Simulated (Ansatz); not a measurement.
**SnClF (Pnma, No. 62)**

The numbers are results of PBEsol in Ansatz (PAW), not measurements.

Numerical settings: plane-wave cutoff 520 eV, 6×8×4 k mesh (along the axes of the cell as run), Fermi–Dirac smearing 0.01 eV, scalar-relativistic PAW data made under PBE.

Cell: relaxed at this level.

```
Item                                Value
------------  ---------------------------
band gap      3.19 eV (on the SCF k mesh)
Γ–Γ gap                           3.73 eV
bulk modulus                     14.4 GPa
```

Note: the cell comes from a level without a dispersion term, which matters for the spacing of layers, chains or molecules; the bulk modulus is −V dP/dV from two relaxed cells at ±2 % in volume.

Spin–orbit coupling is not included.

The computed numbers hold no vibrational or temperature effects.

The result took around 15 core-minutes (rough).

Ansatz is a program for electronic structure.
